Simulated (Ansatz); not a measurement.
The structure below was relaxed with r2SCAN (Ansatz, a program for electronic structure; PAW; 500 eV plane waves; no spin-orbit coupling), earlier PAW set.

```yaml
crystal:
  lattice:
    - [-1.54781, 1.54781, 1.54781]
    - [1.54781, -1.54781, 1.54781]
    - [1.54781, 1.54781, -1.54781]
  atoms:
    - { symbol: Re, position: [0.00000, 0.00000, 0.00000] }
```

Task: Find the space group and the Wyckoff positions.

Result: Space group Im-3m (No. 229); a = b = c = 3.0956 Å, α = β = γ = 90.00°

| atom | site | symmetry | x | y | z |
|---|---|---|---|---|---|
| Re | 2a | m-3m | 0.0000 | 0.0000 | 0.0000 |

Task: Describe the coordination.

Result: The crystal has 2 atoms in its conventional cell. Cell: a = b = c = 3.0956 Å, α = β = γ = 90.00°. Re is coordinated by 8 Re at 2.681 Å and 6 Re at 3.096 Å. (Neighbours: up to the widest gap in distance over summed covalent radii, below 1.35, at either atom.)

Stability against distortions was not tested. The final runs are not spin-polarised. The cell was made from Ta by this change: Ta → Re; the result is a model cell, its experimental status unchecked. This is not the structure that Re has at room temperature and ambient pressure.
